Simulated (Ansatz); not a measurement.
An Ansatz (a program for electronic structure) run: Lu with a change (pressure −2 GPa); plane-wave PAW DFT at the r2SCAN level (Ansatz, 500 eV), no spin-orbit coupling.

Input:

Ansatz 0.2 input:
```yaml
crystal:
  lattice:
    - [3.5288573798, 0, 0]
    - [-1.7644286899, 3.0560801372, 0]
    - [0, 0, 5.4978925754]
  atoms:
    - { symbol: Lu, position: [0.3333333333, 0.6666666667, 0.75] }
    - { symbol: Lu, position: [0.6666666667, 0.3333333333, 0.25] }
basis: { ecutwfc: 500, ecutrho_ratio: 4, xc_grid: 4, fft_grid_basis: typed }
kpoints: { mp_grid: { grid: [15, 15, 9] } }
hamiltonian:
  xc: r2scan
  dispersion: none
  pseudopotentials: { kind: paw }
scf: { occupations: { method: fermi_dirac, width: 0.05 } }
relax: { f_tol: 0.01, max_steps: 60, cell: { stress_tol: 0.02, p_target: -2.0 } }
output: { forces: true, stress: true }
checkpoint: { write: state.ck, write_every: 1000 }
```

Output (explanatory and most iteration lines left out):

```
Relaxation: its limit of steps is 60 (relax.max_steps)
Pseudopotential: Lu, paw, valence charge 25
Crystal: 2 atoms, lattice volume = 59.292 Å³
Basis set: ecut = 500 eV, 1497 PW (Γ), exchange–correlation on 108×108×180 points (64 copies of the dense FFT grid, shifted against one another)
Bands: 30, of which v1, the nominal top of the filled ones, is band 25 counted from 1 (24 counted from 0)
Symmetry: 24 space group operations
Space group: P63/mmc (ITA 194), of the structure as read, at distance tolerance 3.9e-5 Å
k-points: 135 of 2025
Functional: x = r2scan, c = r2scan; τ floored in thin density (d = 2e-4 eV/Å³)
SCF iter   1: F=—  HF=-29487.417866 eV  |F-HF|=—  |Δ(HF+E_count)|=         —  Δρ=9.16e-3  dr2=3.00e-2  dr2_τ=1.98e-2  ethr=1.77e-3  ⟨swp⟩=5.9  Hψ=16346  notcnv=0
SCF iter   2: F=—  HF=-29487.412519 eV  |F-HF|=—  |Δ(HF+E_count)|=   5.35e-3  Δρ=6.35e-3  dr2=1.05e-2  dr2_τ=4.51e-3  ethr=5.99e-5  ⟨swp⟩=3.9  Hψ=12416  notcnv=0  defer=18
SCF 1, on 30 bands, converged in 7 iterations: F = -29487.403247 eV; the run's SCF on all bands comes behind
Crystal: 2 atoms, lattice volume = 59.292 Å³
Bands: 31, of which v1, the nominal top of the filled ones, is band 25 counted from 1 (24 counted from 0)
SCF iter   1: F=—  HF=-29487.403247 eV  |F-HF|=—  |Δ(HF+E_count)|=         —  Δρ=6.82e-6  dr2=1.99e-8  dr2_τ=2.90e-9  ethr=9.61e-9  ⟨swp⟩=4.6  Hψ=32985  notcnv=0
SCF iter   2: F=-29487.403247 eV  HF=-29487.403248 eV  |F-HF|=9.49e-9  |Δ(HF+E_count)|=   3.34e-7  Δρ=4.48e-6  dr2=9.37e-9  dr2_τ=9.49e-10  ethr=3.98e-11  ⟨swp⟩=5.5  Hψ=18483  notcnv=0
SCF 2 converged in 2 iterations: F = -29487.403247 eV  dr2 = 9.37e-9
relax step   1: F+E_penalty+E_count = -29487.40324749 eV  Δ(F+E_penalty+E_count) = +0.000e0 eV  max|allowed force component| = 7.170e-17 eV/Å  Δτ_max = 0.0000 Å  P = -0.998 GPa  Ω = 59.292 Å³  (9 SCF iters, dr2 threshold 1.00e-7 eV, accepted)
[... steps on the carried basis left out ...]
relax step   6: F+E_penalty+E_count = -29487.38946058 eV  Δ(F+E_penalty+E_count) = -1.775e-6 eV  max|allowed force component| = 7.633e-17 eV/Å  Δτ_max = 0.0000 Å  P = -2.000 GPa  Ω = 60.757 Å³  stress off target by 1.24e-3 GPa  SCF on the basis re-selected at this cell (its energy is not comparable with the rows above)  (6 SCF iters)
SCF converged after 6 iterations
Free energy (F): -29487.389461 eV
Internal energy: -29487.359795 eV  (E = F + TS)
E sigma→0 (E₀):  -29487.374628 eV
Entropy (-TS):   -0.029666 eV (-14.833 meV/atom)
Fermi energy:    12.988270 eV
--- Forces (eV/Å), atoms counted from 1 ---
  atom   1  Lu    -0.00000000     0.00000000     0.00000000
  atom   2  Lu     0.00000000    -0.00000000    -0.00000000
--- Stress (GPa, compression-positive) ---
       -2.000637      -0.000000       0.000000
       -0.000000      -2.000637      -0.000000
        0.000000       0.000000      -1.998763
  P = ⅓ Tr σ = -2.0000 GPa (-20.000 kbar)
--- Relaxed structure (4 steps of the walk, 4 accepted, 2 SCFs on fresh bases) ---
  cell:  # Å, volume = 60.7570 Å³
    - [3.5548398173772644, -5.242361761634874e-34, -1.1198188330598323e-18]
    - [-1.7774199086886322, 3.0785815882331455, 5.599094165299162e-19]
    - [-1.744656410132662e-18, 0.0, 5.551699240069777]
  atoms:
    - { symbol: Lu, position: [0.3333333333333333, 0.6666666666666666, 0.7500000000000001] }
    - { symbol: Lu, position: [0.6666666666666666, 0.3333333333333333, 0.25000000000000006] }
```

Load acts through the strain it causes; cell and atoms are relaxed under it. Stability against distortions was not tested. The cell was made from Lu in the hcp (Mg type) structure (space group P6_3/mmc, No. 194) by this change: pressure −2 GPa.
